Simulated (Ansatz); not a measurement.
## PbTe: energy against volume

PbTe (rock salt, Fm-3m, 33.419 Å³/atom and stress up to 0.01 GPa in the relaxed cell, cube axes along x, y and z) under an equal strain ε along all three axes. PBEsol in Ansatz, a plane-wave DFT program (PAW, default set), 420 eV, 9×9×9 Γ-centred mesh, Fermi-Dirac smearing 0.05 eV; ions are relaxed, or left where forces stay under 0.02 eV/Å, within the symmetry of each cell.

Here V stands for volume and E for E less E0.

| volume (Å³/atom) | E less E0 (meV/atom) | pressure (GPa) |
|---|---|---|
| 31.4534 | 18.19 | 3.13 |
| 31.9373 | 10.06 | 2.26 |
| 32.4262 | 4.41 | 1.46 |
| 32.9199 | 1.10 | 0.71 |
| 33.4187 | 0.00 | 0.01 |
| 33.9225 | 1.01 | -0.64 |
| 34.4313 | 4.02 | -1.24 |
| 34.9452 | 8.92 | -1.80 |
| 35.4642 | 15.62 | -2.32 |
| 36.5175 | ? | ? |

Taking the third-order Birch-Murnaghan form, a cubic in V^(-2/3) for E over the 9 complete rows: With u = V^(-2/3) - 0.0964, the rows have u = 0.0039587, 0.0029424, 0.0019413, 0.0009556, -0.0000156, -0.0009722, -0.0019147, -0.0028433, -0.0037583. Least squares gives E = 0.001 + 59.4·u + 1133184·u² + 3104864·u³. Residuals (row less fit): 0.003, -0.006, 0.000, 0.005, 0.000, -0.001, 0.000, -0.002, 0.001; standard error 0.004 (degrees of freedom: 5). Its minimum lies at u = -0.0000262, so V0 = (0.0963738)^(-3/2) = 33.42. There d²E/du² = 2266000 and d³E/du³ = 1.863e7, so B0 = (4/9) × 33.42^(-7/3) × 2266000 × 0.160218 = 44.8 GPa (the last factor turns the table's units into GPa), and B0' = 4 + (2/3) × 0.0963738 × (1.863e7)/2266000 = 4.5. B0' rests on the cubic coefficient alone and has a standard error of 0.1 from these residuals.

**Question.** Estimate the missing E (V = 36.5175); what did the run itself give?

**Answer.** u = -0.0055484, so E = 0.001 + 59.4 × (-0.0055484) + 1133184 × (-0.0055484)² + 3104864 × (-0.0055484)³ = 34.026 meV/atom. The calculation gives 34.01 meV/atom, 0.016 meV/atom below the prediction (0.0 % of the range of E in the table). The row lies outside the fitted rows, so this is an extrapolation. The scatter of the fitted rows lies at the last printed digit.

Spin-orbit coupling is left out, which can shift these values for the heavy elements here. Other structures, which can take over under pressure, weren't tried. The same form fitted to the pressure column gives B0' = 4.5; series where the two differ by over 0.4 aren't shown. Rows are the converged runs of the series near zero and its far end, less any whose ions stayed unrelaxed beside relaxed ones; series whose fitted rows scatter by over a few per cent of the range, as at a crossing or softening among them, aren't shown in this form.
